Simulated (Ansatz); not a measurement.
The parent structure is a 12-atom supercell of Ta in the bcc (W type) structure (space group Im-3m, No. 229) at its relaxed geometry.

```xyz
12
Lattice="-3.3196 3.3196 3.3196 3.3196 -3.3196 3.3196 4.9794 4.9794 -1.6598" Properties=species:S:1:pos:R:3 pbc="T T T"
Ta     0.0000     0.0000     0.0000
Ta     1.6598    -1.6598     1.6598
Ta    -1.6598     1.6598     1.6598
Ta     0.0000     0.0000     3.3196
Ta     1.6598     1.6598     1.6598
Ta     3.3196     3.3196     0.0000
Ta     3.3196     0.0000     3.3196
Ta     4.9794     1.6598     1.6598
Ta     0.0000     3.3196     3.3196
Ta     1.6598     4.9794     1.6598
Ta     1.6598     1.6598     4.9794
Ta     3.3196     3.3196     3.3196
```

Method: Ansatz (a program for electronic structure) PBE, spin-orbit coupling left out.

Base values:

- Pressure: -0.1 GPa
- Mean distance from the defect site to its nearest host atoms: 2.87 Å

The change: a neutral Al on a Ta site, atoms relaxed at fixed cell, starting from a slightly rattled geometry.

Tabulated Pauling electronegativity and covalent radius: Ta 1.50, 1.70 Å; Al 1.61, 1.21 Å.

Question: How does this affect the largest displacement of a host atom from its site in the perfect cell, pressure and mean distance from the defect site to its nearest host atoms?

Answer: The largest displacement of a host atom from its site in the perfect cell comes out as 0.04 Å; the pressure falls by 2.1 GPa, from -0.1 GPa to -2.2 GPa; the mean distance from the defect site to its nearest host atoms is nearly the same (2.87 Å against 2.88 Å).

In so small a cell the defect repeats every few ångströms: this is an ordered compound, not a dilute defect. The final runs are not spin-polarised. The defect cell is not spin-polarised.
